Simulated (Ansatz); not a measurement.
**PtS, response to strain**

The reference is PtS (space group P4_2/mmc, No. 131; a = 3.4751 Å, c = 6.0673 Å).

Strains are applied to the cell and any free atomic positions relax.

The values are results of PBEsol/PAW in Ansatz (a quantum-chemistry and plane-wave program), scalar-relativistic without spin-orbit coupling, not measurements.

Notes on the quantities. pressure: mean of the normal stresses, compression positive; energy relative to the base: free energy F.

```
variant                     band gap    pressure  energy relative to the base  shortest interatomic distance
------------------------  ----------  ----------  ---------------------------  -----------------------------
base                         0.52 eV   -0.01 GPa                   0 meV/atom                        2.306 Å
isotropic strain −3.00 %     0.69 eV   18.29 GPa                 +83 meV/atom                        2.237 Å
isotropic strain −2.40 %  (withheld)  (withheld)                   (withheld)                        2.251 Å
isotropic strain −1.80 %     0.68 eV    9.95 GPa                 +29 meV/atom                        2.265 Å
isotropic strain −1.20 %     0.65 eV    6.32 GPa                 +12 meV/atom                        2.279 Å
isotropic strain −0.60 %     0.61 eV    3.01 GPa                +3.0 meV/atom                        2.293 Å
```

Problem. Fill in the withheld entries from the trend.

Solution. 
- isotropic strain −2.40 %, band gap: 0.70 eV
- isotropic strain −2.40 %, pressure: 13.94 GPa
- isotropic strain −2.40 %, energy relative to the base: +52 meV/atom

Spin-orbit coupling, missing from the scalar runs, can matter with Pt. Whether these cells are dynamically stable was not tested.
